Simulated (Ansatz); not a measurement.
Consider the following.

```xyz
12
Lattice="-2.5946 2.5946 5.9382 2.5946 -2.5946 5.9382 2.5946 2.5946 -5.9382" Properties=species:S:1:pos:R:3 pbc="T T T"
Bi     0.0000     2.5946     2.9691
Bi     0.0000     0.0000     0.0000
V      2.5946     0.0000     2.9691
V      0.0000     0.0000     5.9382
O      3.3089    -1.2917     3.8887
O      1.8802     1.2917     3.8887
O      1.2917     0.7143     6.8578
O      1.3028     1.8802     0.9196
O     -0.7143     1.2917     5.0187
O      3.3089     1.3028    -0.9196
O      1.3028    -0.7143     2.0496
O      3.8863     0.7143     2.0496
```

No spin polarisation.

Method: Ansatz (an electronic-structure program), PBE, PAW, cutoff 420 eV, without spin-orbit coupling. k-mesh 7×7×7 (Γ-centred); smearing 0.05 eV (Fermi–Dirac).

What is the computed smallest direct gap?

2.31 eV.

Predict the gap character.

Indirect, Γ–X (71 % along) → N.

What band gap does the calculation give?

2.29 eV.

With Bi present, leaving out spin-orbit coupling can change the band edges. Load acts through the strain it causes; cell and atoms are relaxed under it. Whether these cells are dynamically stable was not tested. The final runs are not spin-polarised. The cell was made from VBiO₄ (space group I4_1/a, No. 88) by this change: pressure −2 GPa.
